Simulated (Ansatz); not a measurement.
Consider W$_{2}$C (space group Pnnm, No. 58; a cell from a computed database, its experimental status unchecked).

```
CELL_PARAMETERS angstrom
      4.67743     0.00000     0.00000
      0.00000     5.24042     0.00000
      0.00000     0.00000     3.00841
ATOMIC_POSITIONS crystal
  W  0.25893 0.15842 0.50000
  W  0.74107 0.84158 0.50000
  W  0.75893 0.34158 0.00000
  W  0.24107 0.65842 0.00000
  C  0.00000 0.00000 0.00000
  C  0.50000 0.50000 0.50000
```

Levels (all Ansatz, a first-principles code, PAW): PBEsol (420 eV, no spin-orbit coupling); PBEsol+SOC (420 eV, with spin-orbit coupling).

The geometry is relaxed with PBEsol.

| Item | Value |
|---|---|
| PBEsol pressure | 0.0 GPa |

Problem. Predict the pressure from PBEsol+SOC.

Solution. The pressure goes from zero to -0.3 GPa.

Single points use the geometry relaxed with PBEsol. Differences between runs with and without spin-orbit coupling are approximate. No phonon test of stability was made. The runs without spin-orbit coupling are not spin-polarised.
